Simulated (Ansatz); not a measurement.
Start from NbP (space group I4_1md, No. 109).

```yaml
crystal:
  lattice:
    - [-1.66024, 1.66024, 5.64375]
    - [1.66024, -1.66024, 5.64375]
    - [1.66024, 1.66024, -5.64375]
  atoms:
    - { symbol: Nb, position: [0.99913, 0.99913, 0.00000] }
    - { symbol: Nb, position: [0.74913, 0.24913, 0.50000] }
    - { symbol: P, position: [0.41687, 0.41687, 0.00000] }
    - { symbol: P, position: [0.16687, 0.66687, 0.50000] }
```

Level of theory: Ansatz (a program for electronic structure) PBEsol, spin-orbit coupling left out.

For the base:

The volume per atom is 15.56 Å³. The band gap is zero.

It is then changed as follows: full substitution P → As; the structure is relaxed again.

Problem. How does this affect the volume per atom and band gap?

Solution. The volume per atom goes up by 1.585 Å³, from 15.56 Å³ to 17.14 Å³; the band gap is still zero.

Stability against distortions was not tested. All final runs are without spin polarisation. The zero or small gap of NbAs and NbP can change with the level of theory.
